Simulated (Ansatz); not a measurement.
# BN, response to strain

The parent structure is BN (space group P6_3/mmc, No. 194; a = 2.500 Å, c = 6.412 Å; layered, stacked along the Cartesian z axis).

Strains are applied to the cell and any free atomic positions relax.

Computed with PBEsol-D3(BJ) (Ansatz, a first-principles code), without spin-orbit coupling.

Notes on the quantities. energy relative to the base: free energy F.

| isotropic strain (%) | energy relative to the base (meV/atom) |
|---|---|
| -3 | 60.6 |
| -2.4 | 38.1 |
| -1.8 | 21.1 |
| -1.2 | 9.2 |
| -0.6 | ? |
| 0 | 0.0 |

### Question
Fit ΔE = Aε² + Bε³ (ε in %) to the rows shown and predict the withheld row.

### Answer
Least squares on the printed values gives A = 6.16 and B = -0.19 meV/atom (largest residual 0.0 meV/atom); this predicts 2.3 meV/atom, and the run gives 2.3 meV/atom, in agreement.

Whether these cells are dynamically stable was not tested.
